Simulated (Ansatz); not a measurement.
Consider SnTe in the rock salt structure (space group Fm-3m, No. 225).

```yaml
crystal:
  lattice:
    - [0.00000, 3.20463, 3.20463]
    - [3.20463, 0.00000, 3.20463]
    - [3.20463, 3.20463, 0.00000]
  atoms:
    - { symbol: Te, position: [0.00000, 0.00000, 0.00000] }
    - { symbol: Sn, position: [0.50000, 0.50000, 0.50000] }
```

All numbers come from PBE in Ansatz (plane waves to 420 eV, PAW, without spin-orbit coupling), earlier PAW set.

Before the change:

| Item | Result |
|---|---|
| Lattice parameter a | 6.409 Å |
| Band gap | 0.05 eV |

Perturbation: cell and atoms relaxed at a pressure of 30 GPa.

**Question.** How does this affect the lattice parameter a?

**Answer.** The lattice parameter a decreases by 0.700 Å (6.409 Å → 5.709 Å).

**Question.** What does the calculation give for the band gap after the change?

**Answer.** The band gap goes from 0.05 eV to zero.

Spin-orbit coupling, missing from the scalar runs, can matter with Te. Load acts through the strain it causes; cell and atoms are relaxed under it. Whether these cells are dynamically stable was not tested. No other phases were tried under pressure. The final runs are not spin-polarised. The zero or small gap of SnTe can change with the level of theory.

Ansatz is an electronic-structure program.
